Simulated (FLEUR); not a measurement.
A self-consistent single point of YCo2Ge2 (I4/mmm, 5 atoms in the cell) with FLEUR.

Method of the run: PBEsol, all-electron FLAPW (FLEUR), scalar-relativistic valence in FLEUR.

```
Y(CoGe)2
1.0
   -1.97187     1.97187     5.04209
    1.97187    -1.97187     5.04209
    1.97187     1.97187    -5.04209
Y Co Ge
1 2 2
Direct
  0.00000   0.00000   0.00000
  0.75000   0.25000   0.50000
  0.25000   0.75000   0.50000
  0.62888   0.62888   0.00000
  0.37112   0.37112   0.00000
```

Reference input (self-consistent single point, DFT, LDA (Perdew-Zunger), all-electron FLAPW (FLEUR), scalar-relativistic valence): Kmax = 3.9 1/bohr; GmaxXC = 15.6 1/bohr; xcFunctional = pz; jspins = 1; l_soc = F; mode = gauss; fermiSmearingEnergy = 0.00734986 Htr; mesh (inpgen div1-3) = 7 7 7; inpgen gamma flag = false; Gmax = 15.6 1/bohr; numbands = 0; maxIterBroyd = 40. This run's input differs from it in these lines:

```diff
@@ -17,3 +17,3 @@
 &comp jspins=1 /
-&exco xctyp='pz' /
+&exco xctyp='PBEs' /
 &kpt div1=7 div2=7 div3=7 /
@@ -30,3 +30,3 @@
       <coreElectrons ctail="T" frcor="F" kcrel="0" coretail_lmax="0"/>
-      <xcFunctional name="pz" relativisticCorrections="F"/>
+      <xcFunctional name="PBEs" relativisticCorrections="F"/>
       <magnetism jspins="1"/>
```

Log, with long lists cut:

```
 Iteration:     1   Distance:      25.21449921 me/bohr^3
 Iteration:     2   Distance:      12.17832841 me/bohr^3
 Iteration:     3   Distance:      10.19900926 me/bohr^3
 Iteration:     4   Distance:       8.09599786 me/bohr^3
 Iteration:     5   Distance:       7.56904069 me/bohr^3
   [... 12 lines left out ...]
 Iteration:    18   Distance:       0.00010281 me/bohr^3
 Iteration:    19   Distance:       0.00001111 me/bohr^3
 Iteration:    20   Distance:       0.00001904 me/bohr^3
 Iteration:    21   Distance:       0.00000206 me/bohr^3
 Reset of history
 Run finished successfully
 Stop message:
   Structural relaxation: new displacements generated

[file out, last iteration]
             iter=     22
[...]
          total density-effective poten   -1.6598487143E+04
          total charge density-energy d   -3.8118294070E+02
 Updated energy parameters for spin:           1
[...]
 fermi energy and band-weighting factors:

[...]
FERMIE:
          first approx. to ef    (T=0)  :   0.385091 htr   (energy of the highest occ. eigenvalue)
          number of occ. states  (T=0)  :       1382
          first approx. to seigv (T=0)  : -28.662328 htr
          sum of weights of occ. states :  34.518950
          sum of semicore charge        :   0.000000 e
          fermi energy=   0.38358 har   work function= -10.43776 ev
          number of valence electrons=  69.00000
   [... lines left out ...]
          total moment                 =     0.00000
 Direct bandgap for spin            1 :    7.4887790819656574E-003  Htr
 ---->    free energy=                    -10363.4925434982 htr
   [... lines left out ...]
 TOTAL FORCE FOR ATOM TYPE=  1  X=  0.000   Y=  0.000   Z=  0.000
                       FX_TOT= 0.000000 FY_TOT= 0.000000 FZ_TOT= 0.000000
 TOTAL FORCE FOR ATOM TYPE=  2  X=  3.726   Y=  0.000   Z= -4.764
                       FX_TOT= 0.000000 FY_TOT= 0.000000 FZ_TOT= 0.000000
 TOTAL FORCE FOR ATOM TYPE=  3  X=  0.000   Y=  0.000   Z= -7.072
                       FX_TOT= 0.000000 FY_TOT= 0.000000 FZ_TOT=-0.001814
```

The run converged in 21 iterations. FLEUR gives forces in its relaxation mode, with a further iteration, so its stop message speaks of a relaxation. 

The starting cell comes from a database of computed structures (which also holds hypothetical and non-ambient phases and stackings), without a prior relaxation at this level. Its lattice was rescaled by a random factor within 2.5 % of one. Spin polarisation is off. Values depend on the basis (sphere radii, cutoffs, local orbitals), which need not be converged. The log's line on a gap gives a spacing of levels on this mesh, which the program prints for metals too.

These are the values that this program gave, and no reference: the default basis lacks the next d shell.

Cost on one core of a shared machine: roughly 4 min.
